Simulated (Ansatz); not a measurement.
## CsCl-type NiAl

Calculation: r²SCAN in Ansatz (plane waves, PAW).

Settings: plane-wave cutoff 600 eV, 16×16×16 k mesh, Fermi–Dirac smearing 0.1 eV, finite displacements, no spin polarisation, scalar-relativistic PAW data made under PBE.

Cell: measured lattice: a = 2.8860 Å, b = 2.8860 Å, c = 2.8860 Å, α = 90.00°, β = 90.00°, γ = 90.00°.

| Quantity | Result |
|---|---|
| TO(Γ) frequency | 295 cm⁻¹ |

Note: the cell isn't this level's own, so it is under some stress, which shifts stiffness and frequencies.

Ansatz is a program for electronic structure.
